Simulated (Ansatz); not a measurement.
# SnPbO3, response to strain

Start from SnPbO$_{3}$ in the cubic perovskite structure (space group Pm-3m, No. 221; a = 4.0724 Å; a cell from a computed database, its experimental status unchecked). Axes: x, y, z lie along the cube axes.

Strains are applied to the cell and any free atomic positions relax; under biaxial strain the out-of-plane vector relaxes too; under stress the whole cell relaxes.

The values are results of PBEsol, PAW, 420 eV (Ansatz, a quantum-chemistry and plane-wave program; no spin-orbit coupling), not measurements.

Notes on the quantities. energy relative to the base: free energy F.

```json
[
 {"variant": "base", "energy relative to the base": "0 meV/atom", "band gap": "1.41 eV", "gap character": "–", "shortest interatomic distance": "203.6 pm", "smallest direct gap": "2.51 eV"},
 {"variant": "biaxial strain −1.55 %, plane normal [110], relaxed out of plane", "energy relative to the base": "+6.3 meV/atom", "band gap": "1.63 eV", "gap character": "indirect, R → Γ", "shortest interatomic distance": "200.5 pm", "smallest direct gap": "2.71 eV"},
 {"variant": "uniaxial strain ε_xx = +1.73 %", "energy relative to the base": "+3.5 meV/atom", "band gap": "1.17 eV", "gap character": "indirect, M → Γ", "shortest interatomic distance": "203.6 pm", "smallest direct gap": "2.25 eV"},
 {"variant": "uniaxial stress, 2 GPa compression along z", "energy relative to the base": "+0.6 meV/atom", "band gap": "1.45 eV", "gap character": "indirect, R → Γ", "shortest interatomic distance": "202.0 pm", "smallest direct gap": "2.55 eV"}
]
```

With Pb present, leaving out spin-orbit coupling can change the band edges. Stability under load was not tested beyond the relaxation. Many cubic perovskites are stable only at high temperature; tilts and polar distortions were not tested. k-point labels follow each cell's own Brillouin zone.
